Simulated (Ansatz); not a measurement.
An Ansatz (a first-principles code) input (LDA in Ansatz (plane waves to 420 eV, PAW, spin-orbit coupling left out)):

Ansatz 0.2 input:
```yaml
crystal:
  lattice:
    - [-3.1767739591, 3.1767739591, 6.2239264667]
    - [3.1767739591, -3.1767739591, 6.2239264667]
    - [3.1767739591, 3.1767739591, -6.2239264667]
  atoms:
    - { symbol: In, position: [0.5, 0.5, 0] }
    - { symbol: In, position: [0.25, 0.75, 0.5] }
    - { symbol: Te, position: [0.375, 0.3648208638, 0.4898208638] }
    - { symbol: Te, position: [0.6351791362, 0.125, 0.0101791362] }
    - { symbol: Te, position: [0.875, 0.8851791362, 0.5101791362] }
    - { symbol: Te, position: [0.1148208638, 0.625, 0.9898208638] }
    - { symbol: Ag, position: [0, 0, 0] }
    - { symbol: Ag, position: [0.75, 0.25, 0.5] }
basis: { ecutwfc: 420, ecutrho_ratio: 4, xc_grid: 2, fft_grid_basis: typed }
kpoints: { mp_grid: { grid: [7, 7, 7] } }
hamiltonian:
  xc: lda
  dispersion: none
  pseudopotentials: { kind: paw }
scf: { occupations: { method: fermi_dirac, width: 0.05 }, convergence: { dr2_threshold: 0.0000000008 } }
relax: { f_tol: 0.005, max_steps: 50 }
output: { forces: true, stress: true }
checkpoint: { write: state.ck, write_every: 1000 }
```

### Question
Which symmetry and how many k-points will the program report, and about how many plane waves at Γ?

### Answer
Space group I-42d (ITA 122) with 8 operations, k-points 40 of 343, and 4917 plane waves at Γ.

### Question
And the final pressure?

### Answer
0.77 GPa (compression positive).

The cells carry an imposed strain or load. Whether these cells are dynamically stable was not tested. The cell was made from InAgTe$_{2}$ in the chalcopyrite structure (space group I-42d, No. 122) by this change: uniaxial strain ε_zz = −1.50 %.
